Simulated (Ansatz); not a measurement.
**Be: energy against strain**

Be (hcp, P6_3/mmc, 7.907 Å³/atom at rest, c along z) under an equal strain ε in the (0001) plane with the normal axis free, as in a coherent film. PBE in Ansatz, a plane-wave DFT program (PAW, default set), 420 eV, 29×29×16 Γ-centred mesh, Fermi-Dirac smearing 0.10 eV; ions are relaxed within the symmetry of each cell.

Here s stands for strain and y for E less E0.

| strain (%) | E less E0 (meV/atom) |
|---|---|
| -3.00 | ? |
| -1.50 | 3.81 |
| -1.00 | 1.64 |
| -0.50 | 0.38 |
| 0.00 | 0.00 |
| 0.50 | 0.47 |
| 1.00 | 1.75 |
| 1.50 | 3.82 |

Task: Fit y against s with a parabola, and predict the withheld value at s = -3.00.

Result: Least squares gives y = 0.000 + 0.0243·s + 1.6952·s². Residuals (row less fit): 0.032, -0.031, -0.032, 0.000, 0.034, 0.030, -0.031; standard error 0.039 (degrees of freedom: 4). Twice the quadratic coefficient over the volume, 2 × 1.6952 meV × 10⁴ × 0.1602 / 7.907 Å³, is twice the biaxial elastic modulus of this plane = 687 ± 7 GPa. At the withheld row, y = 0.000 + 0.0243 × (-3.0) + 1.6952 × (-3.0)² = 15.184 meV/atom. The calculation gives 16.20 meV/atom, 1.016 meV/atom above the prediction (6.3 % of the range of y in the table). The row lies outside the fitted rows, so this is an extrapolation. From the scatter of the fitted rows alone, a prediction at this place has a standard error of 0.148 meV/atom, so the miss is 6.9 times that.

One order more, fitted to all 13 runs of the series, follows each within 0.01, so the miss is the next term of a smooth law. In a metal these values are sensitive to mesh and smearing; energies are taken to zero smearing, stresses follow the free energy. Rows are the converged runs of the series near zero and its far end; series whose fitted rows scatter by over a few per cent of the range, as at a crossing or softening among them, aren't shown in this form. Most that stay on the fit to the last digits aren't either.
